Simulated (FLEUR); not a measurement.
Band structure of BiPd3 (Fm-3m, 4 atoms in the cell).

```
CELL_PARAMETERS angstrom
      0.00000     3.26308     3.26308
      3.26308     0.00000     3.26308
      3.26308     3.26308     0.00000
ATOMIC_POSITIONS crystal
  Bi 0.50000 0.50000 0.50000
  Pd 0.75000 0.75000 0.75000
  Pd 0.25000 0.25000 0.25000
  Pd 0.00000 0.00000 0.00000
```

Method: PBEsol, all-electron FLAPW (FLEUR), scalar-relativistic valence.

Settings: Kmax = 4 1/bohr; GmaxXC = 14 1/bohr; xcFunctional = PBEs; jspins = 1; l_soc = F; mode = hist; fermiSmearingEnergy = 0.00367493 Htr; mesh (inpgen div1-3) = 7 7 7; inpgen gamma flag = false; Gmax = 14 1/bohr; numbands = 44; maxIterBroyd = 99; imix = Anderson; alpha = 0.05.

The starting cell comes from a database of computed structures (which also holds hypothetical and non-ambient phases and stackings), without a prior relaxation at this level. Spin-orbit coupling is off. Spin polarisation is off. Values depend on the basis (sphere radii, cutoffs, local orbitals), which need not be converged.

Levels in eV from the Fermi level, bands 28 to 35:
| point | 28 | 29 | 30 | 31 | 32 | 33 | 34 | 35 |
|---|---|---|---|---|---|---|---|---|
| Γ | -1.22 | -1.10 | -1.10 | -0.91 | 2.77 | 2.77 | 2.77 | 5.70 |
| X | -1.57 | -1.39 | -1.26 | -0.79 | -0.79 | -0.77 | 2.00 | 4.15 |
| W | -1.25 | -1.25 | -1.24 | -0.76 | -0.76 | -0.65 | 4.28 | 5.69 |
| K | -1.54 | -1.19 | -0.92 | -0.79 | -0.63 | -0.14 | 2.57 | 5.88 |
| L | -1.29 | -1.16 | -1.16 | -0.88 | 1.11 | 2.71 | 2.71 | 4.60 |
| U | -1.54 | -1.19 | -0.92 | -0.79 | -0.63 | -0.14 | 2.57 | 5.88 |
